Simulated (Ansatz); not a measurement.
Start from Ta in the bcc (W type) structure (space group Im-3m, No. 229; relaxed with 0.1 eV smearing).

```
Ta
1.0
   -1.65304     1.65304     1.65304
    1.65304    -1.65304     1.65304
    1.65304     1.65304    -1.65304
Ta
1
Direct
  0.00000   0.00000   0.00000
```

All numbers come from Ansatz (an electronic-structure program) r2SCAN, no spin-orbit coupling.

Base values:

```
Item        Value
--------  -------
Pressure  0.0 GPa
```

It is then changed as follows: every lattice vector is stretched by 1.00 %; the atoms relax in the strained cell.

Q: What happens to the energy relative to the base?

A: The energy rises by 10 meV/atom.

Q: How does this affect the pressure?

A: The pressure goes from zero to -5.7 GPa.

Stability against distortions was not tested. All final runs are without spin polarisation.
